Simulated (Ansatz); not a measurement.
Take TiO₂ in the rutile structure (space group P4_2/mnm, No. 136) as the base.

```yaml
crystal:
  lattice:
    - [4.59673, 0.00000, 0.00000]
    - [0.00000, 4.59673, 0.00000]
    - [0.00000, 0.00000, 2.95369]
  atoms:
    - { symbol: Ti, position: [0.00000, 0.00000, 0.00000] }
    - { symbol: Ti, position: [0.50000, 0.50000, 0.50000] }
    - { symbol: O, position: [0.30461, 0.30461, 0.00000] }
    - { symbol: O, position: [0.80461, 0.19539, 0.50000] }
    - { symbol: O, position: [0.19539, 0.80461, 0.50000] }
    - { symbol: O, position: [0.69539, 0.69539, 0.00000] }
```

All numbers come from r2SCAN, PAW, 500 eV (Ansatz, a first-principles code; scalar-relativistic without spin-orbit coupling).

Before the change:

* **Volume per atom**: 10.40 Å³
* **Valence-band top at Γ**: 0.00, -0.48, -0.48 eV

It is then changed as follows: hydrostatic tension (pressure −1 GPa).

### Question
What happens to the volume per atom?

### Answer
The volume per atom goes up by 0.05 Å³, from 10.40 Å³ to 10.45 Å³.

### Question
Estimate the effect on the valence-band top at Γ.

### Answer
The valence-band top at Γ (three highest levels, from the VBM) goes from 0.00, -0.48, -0.48 eV to 0.00, -0.47, -0.47 eV.

The levels and masses belong to the bands next to the band gap. Load acts through the strain it causes; cell and atoms are relaxed under it. Stability against distortions was not tested. The final runs are not spin-polarised.
